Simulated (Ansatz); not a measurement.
Levels about the gap of amorphous Si₄₂O₄₂C₂₁ (105 atoms in a cell of 1541 Å³, 2.27 g/cm³; zone centre alone, so wide bands show as single levels with stretches between that a denser mesh fills), at the geometry that PBE relaxed, where it gives 0.0 GPa on a denser mesh. The participation number counts the atoms over which a state spreads; weights are charges in smoothed Voronoi cells. The levels come from a single point, so bond lengths are those of that geometry. Method of the levels: PBE, scalar-relativistic without spin-orbit coupling (Ansatz, a program for electronic structure). Sampling: the zone centre alone; Fermi-Dirac width 0.01 eV; collinear spin, started from moments on atoms (at the end a net moment of 0.0 μB, with unpaired spins of both signs, a broken-symmetry state; no other order was tried). In the spin-polarised cell the level spacing at the Fermi energy can part levels of unlike spin. At PBE the levels at the filled edge of the gap are localised (band-tail or defect states).

A CHGNet melt-quench gave the starting glass, which DFT then relaxed. O atoms were pushed apart under 1.9 Å during the dynamics, to hinder bonds among them. The hot cell started wider than the set density and was brought back towards it in steps. It is the lowest in DFT energy of 8 quenches. It is a model cell: composition and starting density were chosen by hand, and all elements were melted together. No dispersion term was used. Its density started from a set value of 2.17 and ended at 2.27 g/cm³. The simulated quench (nominally 810 K/ps over its main leg) is rapid and tends to freeze in more defects than a deposited or slowly cooled glass has. Values belong to this one cell and scatter from quench to quench. Volume and shape were free in the relaxation.

| E - E(highest filled), eV | filling | spin | participation number | largest on | weight Si | weight C | weight O |
|---|---|---|---|---|---|---|---|
| -0.77 | filled | up | 12.0 | O, 1 neighbours | 0.37 | 0.29 | 0.34 |
| -0.74 | filled | dn | 13.5 | Si, 2 neighbours | 0.64 | 0.20 | 0.16 |
| -0.73 | filled | up | 16.9 | Si, 2 neighbours | 0.62 | 0.20 | 0.18 |
| -0.45 | filled | up | 7.6 | Si, 3 neighbours | 0.55 | 0.26 | 0.19 |
| -0.31 | filled | dn | 3.9 | C, 3 neighbours | 0.29 | 0.61 | 0.10 |
| -0.25 | filled | up | 7.0 | C, 3 neighbours | 0.39 | 0.46 | 0.15 |
| 0.00 | filled | dn | 10.1 | O, 1 neighbours | 0.33 | 0.30 | 0.38 |
| 0.45 | empty | up | 25.7 | O, 1 neighbours | 0.45 | 0.30 | 0.24 |
| 0.51 | empty | dn | 21.5 | Si, 3 neighbours | 0.57 | 0.31 | 0.13 |
| 0.57 | empty | up | 23.9 | Si, 3 neighbours | 0.50 | 0.28 | 0.22 |
| 0.64 | empty | dn | 16.3 | Si, 3 neighbours | 0.48 | 0.34 | 0.18 |
| 0.66 | empty | dn | 31.5 | C, 3 neighbours | 0.50 | 0.34 | 0.16 |
| 0.67 | empty | up | 28.2 | Si, 2 neighbours | 0.54 | 0.31 | 0.15 |
| 0.76 | empty | dn | 25.0 | C, 3 neighbours | 0.41 | 0.45 | 0.14 |

Most localised among these is the filled level at -0.31 eV, on a C atom, which has 3 neighbours (C 1.55 Å, Si 1.78 Å, Si 1.83 Å).
